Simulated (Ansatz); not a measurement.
An Ansatz (a first-principles code) input (PBEsol (Ansatz; PAW; 420 eV plane waves; scalar-relativistic without spin-orbit coupling)):

Ansatz 0.2 input:
```yaml
crystal:
  lattice:
    - [4.3537632571, 0, 0]
    - [0, 4.3537632571, 0]
    - [0, 0, 4.3537632571]
  atoms:
    - { symbol: Sn, position: [0, 0, 0] }
    - { symbol: Pb, position: [0.5, 0.5, 0.5] }
    - { symbol: O, position: [0, 0.5, 0.5] }
    - { symbol: O, position: [0.5, 0.5, 0] }
    - { symbol: O, position: [0.5, 0, 0.5] }
basis: { ecutwfc: 420, ecutrho_ratio: 4, xc_grid: 2, fft_grid_basis: typed }
kpoints: { mp_grid: { grid: [11, 11, 11] } }
hamiltonian:
  xc: pbesol
  dispersion: none
  pseudopotentials: { kind: paw }
scf: { occupations: { method: fermi_dirac, width: 0.05 }, convergence: { dr2_threshold: 0.0000000005 } }
relax: { f_tol: 0.005, max_steps: 50 }
output: { forces: true, stress: true }
checkpoint: { write: state.ck, write_every: 1000 }
```

Q: Which symmetry and how many k-points will the program report, and about how many plane waves at Γ?

A: Space group Pm-3m (ITA 221) with 48 operations, k-points 56 of 1331, and 1575 plane waves at Γ.

Q: And the final pressure?

A: -9.15 GPa (compression positive).

The cells carry an imposed strain or load. Whether these cells are dynamically stable was not tested. All final runs are without spin polarisation. The cell was made from SnPbO3 in the cubic perovskite structure (space group Pm-3m, No. 221; a model cell, its experimental status unchecked) by this change: isotropic strain +3.18 %. Many cubic perovskites are stable only at high temperature; tilts and polar distortions were not tested.
